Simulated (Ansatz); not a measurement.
Results of r²SCANh in Ansatz (PAW) for L1₂ (Cu3Au-type) Pt₃Ti.

Numerical settings: plane-wave cutoff 520 eV, 8×8×8 k mesh, Fermi–Dirac smearing 0.05 eV, no spin polarisation, scalar-relativistic PAW data made under PBE.

Pressure at four volumes; x = ln(V/14.899 Å³). One pressure is withheld.

```csv
V (Å³/atom),x,P (GPa)
14.202,-0.0479,15.50
14.899,0.0000,0.92
15.324,0.0281,-6.20
15.697,0.0522,?
```

Task: Pass a parabola P(x) through the three rows shown, estimate the bulk modulus and its pressure derivative near zero pressure, and predict the withheld pressure.

Result: Slopes between the rows: (0.92 − (15.50))/(0.0000 − (-0.0479)) = -304.38 and (-6.20 − (0.92))/(0.0281 − (0.0000)) = -253.38 GPa. Their difference over the span 0.0760 is c = 51.00/0.0760 = 671.1 GPa, so P(x) = 15.50 + (-304.38)(x − (-0.0479)) + 671.1 (x − (-0.0479))(x − (0.0000)). At the middle row B = −dP/dx = −[-304.38 + 671.1 × 0.0479] = 272.2 GPa, and B′ = dB/dP = 2c/B = 4.9. At x = 0.0522 the parabola gives -11.46 GPa; the run gives -11.53 GPa. The Birch–Murnaghan fit to the energies at all volumes has B0 = 267 GPa and B′ = 4.9.

Note: the run has no spin polarisation, so it can have missed a magnetic state.

Spin–orbit coupling is not included.

Ansatz is an electronic-structure program.
